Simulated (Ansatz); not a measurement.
For TaSi₂ (model structure, started from the Al2Cu type, I4/mcm, No. 140, 6 atoms in the cell), PBE (Ansatz, a quantum-chemistry and plane-wave program, plane waves, PAW) gives:

```
Item                                   Result
------------------------------  -------------
equilibrium lattice constant a        6.112 Å
lattice parameter c                   5.421 Å
formation enthalpy              0.032 eV/atom
```

Problem. What does PBE-D3(BJ) in Ansatz (plane waves, PAW) give for the same quantities?

Solution. 
- lattice constant a: 6.041 Å (decreases by 1.2 %)
- lattice parameter c: 5.378 Å (falls by 0.8 %)
- formation enthalpy: -0.023 eV/atom (moves by -0.055 eV/atom)

Changes are worked out from the printed values.

Unless a cell is named, each level is at its own relaxed cell (PBE 16.87, PBE-D3(BJ) 16.36 Å³/atom).

Levels without +SOC leave out spin–orbit coupling, which shifts energies and cells of such heavy elements.

Ansatz's density-functional and Hartree–Fock values are scalar-relativistic unless marked +SOC, with PAW data made under PBE.

A model structure was made by putting elements into a prototype or built by hand; it is no filed structure, need not be a known phase, and can be a saddle point held by its symmetry.
